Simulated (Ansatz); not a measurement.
A hypothetical phase is included: elements placed on a structure type, which no database files for this compound.

By r2SCAN, the system below comes out a metal.

A figure of merit of an interconnect metal is its ballistic conductance per area.

Here is the system:

```
Si
1.0
    9.01764     0.00000     0.00000
   -4.50882     7.80950     0.00000
    4.50882     2.60317     1.84072
Si
4
Cartesian
  6.76323   7.80950   1.38054
  3.38161   5.85713   1.38054
  7.89043   1.95238   1.38054
  4.50882   7.80950   1.38054
```

The cell was relaxed by PBE-D3(BJ).

The current flows along the normal of the first two printed cell vectors, the (111) plane of the conventional cell. No spin-orbit coupling; the value is a mean over 0.1 eV about the Fermi level.

### Question
Predict the ballistic conductance per area from Ansatz (a quantum-chemistry and plane-wave program) with r2SCAN.

### Answer
0.38 × 10¹⁵ S/m² for both spins.
